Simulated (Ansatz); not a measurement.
S on the 1x1 (110) surface of bcc Mo, one in a 2x1 cell, energies for each (14.1 Å²). Energies are against ⅛ S8(g), without zero-point or thermal terms; each row is named by its start.

Computed with PBE (plane waves to 420 eV, PAW; Ansatz, an electronic-structure program).

Task: Which site binds most strongly?
A) bridge Mo-Mo (span 2.7 Å)
B) bridge Mo-Mo (span 3.2 Å)
C) hollow Mo-Mo-Mo
D) top Mo

Result: C, hollow Mo-Mo-Mo. Adsorption energies: hollow Mo-Mo-Mo -2.35 eV; bridge Mo-Mo (span 3.2 Å) -2.04 eV; bridge Mo-Mo (span 2.7 Å) -1.72 eV; top Mo -1.04 eV.
